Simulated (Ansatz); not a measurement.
Consider BAs in the zinc blende structure (space group F-43m, No. 216).

```yaml
crystal:
  lattice:
    - [0.00000, 2.39193, 2.39193]
    - [2.39193, 0.00000, 2.39193]
    - [2.39193, 2.39193, 0.00000]
  atoms:
    - { symbol: B, position: [0.00000, 0.00000, 0.00000] }
    - { symbol: As, position: [0.25000, 0.25000, 0.25000] }
```

Level of theory: Kohn–Sham DFT with the r2SCAN functional, run in Ansatz (a first-principles code) with PAW and 500 eV plane waves, no spin-orbit coupling.

One change was made to it. Results:

```json
[
 {"quantity": "smallest direct gap", "base": "3.44 eV", "after": "3.45 eV"},
 {"quantity": "width of the top valence band", "base": "5.41 eV", "after": "5.50 eV"},
 {"quantity": "lattice parameter a", "base": "4.784 Å", "after": "4.761 Å"},
 {"quantity": "band gap", "base": "1.38 eV", "after": "1.36 eV"}
]
```

**Question.** What was done to the base?
(A) pressure 30 GPa
(B) pressure 2.1 GPa
(C) pressure 22.5 GPa

**Answer.** B, pressure 2.1 GPa. For comparison, the band gap in the other runs: pressure 22.5 GPa gives 1.24 eV; pressure 30 GPa gives 1.20 eV.

Load acts through the strain it causes; cell and atoms are relaxed under it. Stability against distortions was not tested. No other phases were tried under pressure.
